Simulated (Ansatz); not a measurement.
Data:

```yaml
crystal:
  lattice:
    - [0.00000, 2.58838, 2.58838]
    - [2.58838, 0.00000, 2.58838]
    - [2.58838, 2.58838, 0.00000]
  atoms:
    - { symbol: Zr, position: [0.00000, 0.00000, 0.00000] }
    - { symbol: O, position: [0.25000, 0.25000, 0.25000] }
    - { symbol: O, position: [0.75000, 0.75000, 0.75000] }
```

A single point on ZrO2 with a change (isotropic strain +1.19 %), its geometry relaxed with PBE.

Method: PBE in Ansatz (plane waves to 420 eV, PAW, noncollinear with spin-orbit coupling). Settings: 11×11×11 k-points, 0.05 eV Fermi–Dirac smearing.

**Question.** Predict the electron mass (degenerate bands, along [100]).

**Answer.** 0.53, 2.2 mₑ (at Γ).

**Question.** What is the computed gap character?

**Answer.** Indirect, X → Γ.

**Question.** Predict the pressure.

**Answer.** -7.79 GPa.

Single points use the geometry relaxed with PBE. Masses are band curvatures over ±0.01 Å⁻¹ around the edge. Whether these cells are dynamically stable was not tested. The cell was made from ZrO₂ in the fluorite structure (space group Fm-3m, No. 225) by this change: isotropic strain +1.19 %. This is not the structure that ZrO2 has at room temperature and ambient pressure.

Ansatz is an electronic-structure program.
